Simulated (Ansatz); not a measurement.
Cell and atoms of amorphous Hf10Al10O35:

```
Al2Hf2O7
1.0
    8.74026     0.00000     0.00000
    0.00000     8.74026     0.00000
    0.00000     0.00000     8.74026
Hf Al O
10 10 35
Direct
  0.26927   0.61489   0.02242
  0.73935   0.55181   0.52485
  0.34865   0.17556   0.88070
  0.14335   0.97060   0.11745
  0.55467   0.39400   0.21761
  0.69113   0.34288   0.82274
  0.90308   0.80104   0.84820
  0.89623   0.66360   0.20596
  0.69119   0.03719   0.04889
  0.97265   0.17478   0.70776
  0.32131   0.66439   0.37359
  0.34788   0.80190   0.66012
  0.06806   0.33175   0.02746
  0.61658   0.87884   0.40298
  0.44351   0.14000   0.55637
  0.06912   0.53613   0.57511
  0.74493   0.21111   0.43469
  0.94667   0.91280   0.48012
  0.19911   0.29614   0.36478
  0.59033   0.67771   0.90761
  0.21339   0.67940   0.54972
  0.63599   0.55966   0.73918
  0.38626   0.71090   0.83489
  0.59486   0.36766   0.44562
  0.11025   0.78607   0.96110
  0.78067   0.79176   0.48547
  0.05962   0.52392   0.11852
  0.25597   0.38662   0.95045
  0.61637   0.05850   0.49167
  0.02123   0.85384   0.30044
  0.92214   0.11261   0.47000
  0.13279   0.34160   0.56427
  0.00409   0.93384   0.67594
  0.81282   0.33644   0.60755
  0.93693   0.62093   0.69930
  0.32503   0.46741   0.30533
  0.72215   0.21782   0.22796
  0.65143   0.88598   0.20944
  0.33711   0.15791   0.39069
  0.10479   0.21423   0.19597
  0.95187   0.54066   0.40826
  0.48789   0.26330   0.71237
  0.77124   0.12107   0.80672
  0.36107   0.02441   0.04667
  0.47065   0.76101   0.48428
  0.50174   0.55931   0.05160
  0.34738   0.00426   0.68381
  0.90890   0.96701   0.04078
  0.79540   0.64392   0.99682
  0.28608   0.76488   0.20429
  0.55889   0.25435   0.00193
  0.91631   0.35095   0.89423
  0.69378   0.57135   0.28207
  0.66379   0.86591   0.87792
  0.11820   0.13608   0.89629
```

Methods: PBE, scalar-relativistic without spin-orbit coupling (Ansatz, an electronic-structure program); r2SCAN, scalar-relativistic without spin-orbit coupling (Ansatz). Neutral PBE cell, which sets geometry, pressure and energy: sampling: a 2×2×2 Γ-centred mesh; Fermi-Dirac width 0.02 eV; no spin polarisation.

Preparation: random packing, a CHGNet melt and quench, and a DFT relaxation. O atoms were pushed apart under 1.9 Å during the dynamics, to hinder bonds among them. It is the lowest in DFT energy of 2 quenches. It is a model cell: composition and starting density were chosen by hand, and all elements were melted together. No dispersion term was used. Its density started from a set value of 6.50 and ended at 6.50 g/cm³. The simulated quench (nominally 150 K/ps over its main leg) is rapid and tends to freeze in more defects than a deposited or slowly cooled glass has. A cell of this size samples the disorder only roughly. The volume was free in the relaxation, at fixed shape.

Problem. Give the pressure, the energy against reference phases and the spacing of the highest filled and lowest empty levels.

Solution. 
```yaml
Pressure on a 2×2×2 Γ-centred mesh: 0.00 GPa
Largest force and stress component on that mesh (the relaxation ran on one k-point at (1/4, 1/4, 1/4)): 0.02 eV/Å and 3.8 GPa
Energy relative to HfO2 (P2_1/c) + corundum (lowest mix at this level among the phases computed, not always the ambient ones): 0.202 eV/atom
Level gap on a 2×2×2 Γ-centred mesh (PBE): 3.44 eV
Level gap at the zone centre (PBE): 3.44 eV
Level gap at the zone centre (r2SCAN): 3.97 eV
Distance between the nearest levels spread over more than a fifth of the atoms or a third of the atoms of their main element (six at least) (PBE, zone centre): 4.06 eV
```

Problem. At PBE and the zone centre, how localised are the states just below and above the Fermi level (participation number: the atoms over which a state spreads)?

Solution. The highest filled state is spread over 4.9 atoms' worth, largest on O52, with weights by element (charge in smoothed Voronoi cells) O 0.95, Hf 0.03, Al 0.02. The lowest empty state is spread over 41.9 atoms' worth, largest on Hf5, with weights by element (charge in smoothed Voronoi cells) O 0.57, Hf 0.27, Al 0.16.

At PBE the levels at the filled edge of the gap are localised (band-tail or defect states), and the nearest spread-out levels lie 4.1 eV apart at the zone centre.

Bonds are counted up to Hf-Hf 3.34 Å, Hf-Al 3.00 Å, Hf-O 2.56 Å, Al-Al 2.66 Å, Al-O 2.24 Å, O-O 1.58 Å. Two cations that share two anions don't count as bonded, nor two that share one unless they lie closer than Hf-Hf 3.25 Å, Hf-Al 2.92 Å, Al-Al 2.59 Å.
